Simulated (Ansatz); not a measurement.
The parent structure is MgO in the rock salt structure (space group Fm-3m, No. 225; a = 4.2141 Å).

Perturbation: Ca takes the place of Mg on all its sites; the structure is relaxed again.

Levels (all Ansatz, a program for electronic structure, PAW): PBEsol (420 eV, no SOC); r2SCAN (500 eV, no SOC).

The geometry is relaxed with PBEsol.

| Item | Value |
|---|---|
| PBEsol width of the top valence band | 1.26 eV |
| PBEsol smallest direct gap | 3.92 eV |
| PBEsol pressure | 0.00 GPa |
| PBEsol band gap | 3.54 eV |

With r2SCAN at the same geometry, the width of the top valence band decreases by 0.02 eV, from 1.26 eV to 1.24 eV; the smallest direct gap increases by 0.649 eV (3.92 eV → 4.56 eV); the pressure goes from zero to 2.12 GPa; the band gap grows by 0.65 eV to 4.19 eV.

Single points use the geometry relaxed with PBEsol. Their cutoffs differ, which shifts pressures a little. Stability against distortions was not tested.
